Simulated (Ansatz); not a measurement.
The reference is ZnO in the wurtzite structure (space group P6_3mc, No. 186; a = 3.2796 Å, c = 5.2933 Å).

(Cell as relaxed with PBE.)

Levels (all Ansatz, an electronic-structure program, PAW): PBE (420 eV, scalar-relativistic without spin-orbit coupling); r2SCAN (500 eV, scalar-relativistic without spin-orbit coupling).

Each level relaxes its own structure.

```tsv
base	PBE	r2SCAN
volume per atom	12.33 Å³	11.81 Å³
lattice parameter a	3.280 Å	3.235 Å
band gap	0.74 eV	1.24 eV
```

It is then changed as follows: electrons 1.0×10^21 cm⁻³, on a uniform background at fixed cell.

```csv
quantity,PBE,r2SCAN
gap between the host's bands,0.72 eV,1.22 eV
Fermi level relative to the doped band's edge (positive inside the band; to 0.05 eV),+1.15 eV,+1.10 eV
shift of the gap caused by the change,-0.03 eV,-0.02 eV
```

PBE's gap between the host's bands lies 0.50 eV below r2SCAN's; PBE's Fermi level from band edge lies 0.05 eV above r2SCAN's. Neither level is exact; r2SCAN is the comparison here, not a measurement.

Carriers are added with a uniform compensating background; total energy and stress of such cells depend on the potential's zero and are not compared; many-body gap narrowing is missing at this level. No phonon test of stability was made.
